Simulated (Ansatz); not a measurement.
Take PbSe in the rock salt structure (space group Fm-3m, No. 225; a = 6.178 Å) as the base. Axes: x, y, z lie along the cube axes.

Method: Ansatz (a first-principles code), r2SCAN, PAW, cutoff 500 eV, without spin-orbit coupling.

It is then changed as follows: an isotropic linear strain of +0.50 %, atoms relaxed at fixed cell.

Question: Predict the stress tensor and what it implies for the stiffness.

Answer: Stress of the strained cell less that of the base (GPa, compression positive):
```
  -0.74    0.00    0.00
   0.00   -0.74    0.00
   0.00    0.00   -0.74
```

Then B = −ΔP/(ΔV/V₀) with ΔV/V₀ = 0.0151 gives secant stiffness values (nonlinear terms included at this strain): B ≈ 49 GPa.

Stability against distortions was not tested.
